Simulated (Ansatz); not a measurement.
Cost and result by functional for the adsorption energy of Cl on the 1x1 (111) surface of fcc Rh, one in a 2x2 cell, started at the site 'hollow Rh-Rh-Rh over Rh at depth 2.2 Å', in Ansatz (plane waves, PAW). Single points on the PBE structure, on one kind of machine; costs are rough ratios of the slab run's core time (references not counted) to the cheapest single point. r2SCAN's cost holds its higher cutoff (500 against 420 eV). Differences are taken against r2SCAN for comparison alone: no measured value is at hand, so the table doesn't rank accuracy.

Set-up: 17 atoms, 6.5 Å thick at the start under the adsorbate (thin: gaps and levels are the slab's own); mesh 6x6x1; 0.1 eV smearing; dipole correction on; 8 atoms held, the rest relaxed; start symmetry kept, larger cells not searched; no spin, no spin-orbit, no U, no dispersion correction. At the end it is bonded to 3 Rh. In PBE this state lies 0.09 eV over the lowest of the starts that converged ('hollow Rh-Rh-Rh over Rh at depth 4.4 Å'). These notes are the PBE run's. Adsorption energies are against ½ Cl2(g). A negative adsorption energy means that the adsorbate is more stable on the surface than in its reference.

```json
[
 {"functional": "RPBE", "relative cost": "1", "adsorption energy (eV)": "-1.61", "less r2SCAN (eV)": "0.62"},
 {"functional": "r2SCAN", "relative cost": "2", "adsorption energy (eV)": "-2.23", "less r2SCAN (eV)": "0.00"},
 {"functional": "PBE (the relaxed run's value)", "relative cost": "–", "adsorption energy (eV)": "-1.87", "less r2SCAN (eV)": "0.35"}
]
```

The values span 0.62 eV, while the single points' costs differ by a factor of roughly 2. Differences are of unrounded values.

Ansatz is a first-principles code.
